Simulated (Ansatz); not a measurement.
Input:

```
CELL_PARAMETERS angstrom
      3.68013     0.00000     0.00000
     -1.84006     3.18708     0.00000
      0.00000     0.00000     5.93395
ATOMIC_POSITIONS crystal
  Zr 0.00000 0.00000 0.00000
  S  0.66667 0.33333 0.75758
  S  0.33333 0.66667 0.24242
```

Computed with r2SCAN+D4 with spin-orbit coupling, rigid bands (plane waves, PAW; Ansatz, a quantum-chemistry and plane-wave program). Geometry: cell and atoms relaxed with r2SCAN+d4.

Problem. What conductivity effective mass do dilute holes have at 300 K?

Solution. 2.7 (x), 2.7 (y), 0.38 (z) mₑ.

Problem. Predict the electron conductivity mass (n e² τ/σ) at 300 K, by direction if it differs.

Solution. 0.56 (x), 0.56 (y), 2.2 (z) mₑ.

Problem. And the band gap?

Solution. 1.25 eV at this level; semilocal functionals usually fall short of the measured gap.

Rigid bands, one relaxation time for all states, no polarons. Geometry: cell and atoms relaxed with r2SCAN+D4.

Computed structure with no diffraction record at hand here (it may be known, metastable or hypothetical): ZrS2 (P-3m1).
